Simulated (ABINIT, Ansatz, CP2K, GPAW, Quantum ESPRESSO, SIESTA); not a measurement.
**Code comparison for Hf (Fm-3m, 1 atom in the cell)**

Self-consistent single point.

```
Hf
1.0
    0.00000     2.22000     2.22000
    2.22000     0.00000     2.22000
    2.22000     2.22000     0.00000
Hf
1
Direct
  0.00000   0.00000   0.00000
```

Shared settings, as Ansatz (a quantum-chemistry and plane-wave program) writes them: kpoints.mp_grid.grid = 13 13 13; scf.occupations.method = fermi_dirac; scf.occupations.width = 0.05 eV. Potentials and cutoffs stand in the table.

| code | model | pressure (GPa) | cutoff |
|---|---|---|---|
| GPAW | PBEsol, GPAW PAW datasets PBEsol (made by gpaw-setup) | -1.00 | 600 eV |
| ABINIT | PBEsol, PAW (JTH v2.0 PBE PAW, files made for PBE) | -1.53 | 544 eV |
| Quantum ESPRESSO | PBEsol, GBRV 1.5 ultrasoft (PBESOL) pseudopotentials | -1.84 | 40 Ry |
| CP2K | PBEsol, GPW, DZVP-MOLOPT-SR-GTH basis, GTH-PBE potentials (GTH_POTENTIALS) | 1.42 | grid 500 Ry |
| SIESTA | GGA PBEsol, numerical atomic orbitals DZP, PseudoDojo PBEsol standard norm-conserving potentials (rewritten from UPF to PSML) | -4.60 | grid 350 Ry |
| Ansatz | PBEsol, default PAW files made with PBE | -1.48 | default |

On Ansatz's run: spin-orbit coupling is off.

The spread over the programs that give each value: pressure within 6.02 GPa.

CP2K and SIESTA use small atom-centred bases, whose incompleteness enters pressures, forces and empty levels differently from a plane-wave cutoff. Ansatz's pressure is given at a fixed set of plane waves, as the other plane-wave codes print theirs; with its correction for the finite basis it is -1.44 GPa. In the pressure, CP2K (by 2.93) and SIESTA (by 3.09) lie more than 1 GPa from the median of the plane-wave programs.

The starting cell comes from a database of published, mostly measured structures (it also holds non-ambient and calculated ones), without a prior relaxation at this level.

Left out of this page: Elk and FLEUR (not drawn, or without a comparable value).

Keys are those of Ansatz 0.2.
